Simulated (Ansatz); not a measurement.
Input:

```yaml
crystal:
  lattice:
    - [2.83577, 0.00000, 0.00000]
    - [0.00000, 2.83577, 0.00000]
    - [0.00000, 0.00000, 2.83577]
  atoms:
    - { symbol: Zn, position: [0.50000, 0.50000, 0.50000] }
    - { symbol: Cu, position: [0.00000, 0.00000, 0.00000] }
```

No spin polarisation.

Method: Kohn–Sham DFT with the PBEsol functional, run in Ansatz (an electronic-structure program) with PAW and 420 eV plane waves, no spin-orbit coupling. Settings: 20×20×20 k-points, 0.1 eV Fermi–Dirac smearing.

Q: What band gap does the calculation give?

A: Zero.

Q: Estimate the pressure.

A: 12.5 GPa.

Q: Predict the space group.

A: Pm-3m (No. 221).

The cells carry an imposed strain or load. No phonon test of stability was made. The final runs are not spin-polarised. The cell was made from ZnCu in the CsCl type structure (space group Pm-3m, No. 221) by this change: isotropic strain −2.50 %.
